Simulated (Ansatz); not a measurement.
The starting structures come from a database of crystals and need not be the phases stable at ambient conditions.

By PBEsol, the system below comes out a metal.

The ballistic (Sharvin) conductance counts the channels at the Fermi level: G/A = (e²/h) × channels of both spins per area.

Input:

```yaml
crystal:
  lattice:
    - [3.27649, 0.00000, 0.00000]
    - [0.00000, 4.63366, 0.00000]
    - [0.00000, 2.31683, 2.31683]
  atoms:
    - { symbol: Zr, position: [0.50000, 0.50000, 0.00000] }
    - { symbol: Os, position: [0.00000, 0.00000, 0.00000] }
```

The cell is taken as given; by PBEsol it stands under a pressure of -5.8 GPa.

The current flows along the normal of the first two printed cell vectors, the (110) plane of the conventional cell. No spin-orbit coupling; the value is a mean over 0.1 eV about the Fermi level.

Question: Predict the ballistic conductance per area from Ansatz (a first-principles code) with PBEsol.

Answer: 0.42 × 10¹⁵ S/m² for both spins.
